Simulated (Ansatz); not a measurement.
# Response to strain in BaTe

Start from BaTe in the rock salt structure (space group Fm-3m, No. 225; a = 6.9414 Å). Axes: x, y, z lie along the cube axes.

Strains are applied to the cell and any free atomic positions relax; under biaxial strain the out-of-plane vector relaxes too.

Computed with PBEsol, PAW, 420 eV (Ansatz, a first-principles code; no SOC).

Candidates:
(a) biaxial strain +0.42 %, plane normal [111], relaxed out of plane
(b) biaxial strain +0.83 %, plane normal [111], relaxed out of plane
(c) biaxial strain +2.50 %, plane normal [111], relaxed out of plane

### Question
Order them by out-of-plane strain, lowest first.

### Answer
(c) biaxial strain +2.50 %, plane normal [111], relaxed out of plane (-2.70 %), (b) biaxial strain +0.83 %, plane normal [111], relaxed out of plane (-0.88 %), (a) biaxial strain +0.42 %, plane normal [111], relaxed out of plane (-0.44 %)

Stability against distortions was not tested.
